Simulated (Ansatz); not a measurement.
Functionals compared on a constructed model of the (000-1) surface of 4H silicon carbide, C-terminated, (√3x√3)R30° Bi adatom at H3 (bottom of the slab: 3 H on 3 bottom sites), in Ansatz (plane waves, PAW). The structure was relaxed with PBE; the other rows are single points on it. Cutoff 420 eV (500 eV for r2SCAN). HSE06 used the coarser mesh 4x4x1.

Model: 28-atom slab, 11.2 Å thick at the start with caps and adatoms (thin: gaps and levels are the slab's own), 6x6x1 mesh, Fermi-Dirac 0.025 eV, dipole correction, 6 atoms held, the rest relaxed; held to the start's symmetry, so lower structures may exist; no spin, no spin-orbit, no U. In PBE it lies 0.06 eV a 1x1 cell over the lowest computed structure of the same composition ((√3x√3)R30° Bi adatom at T4). These notes are the PBE run's.

```csv
functional,gap of the slab on its k-mesh (eV),highest filled level below the top vacuum level (eV),rough cost of the single point
PBE,1.65,3.64,–
r2SCAN,1.93,3.79,roughly 80 core-seconds
```

Ansatz is an electronic-structure program.
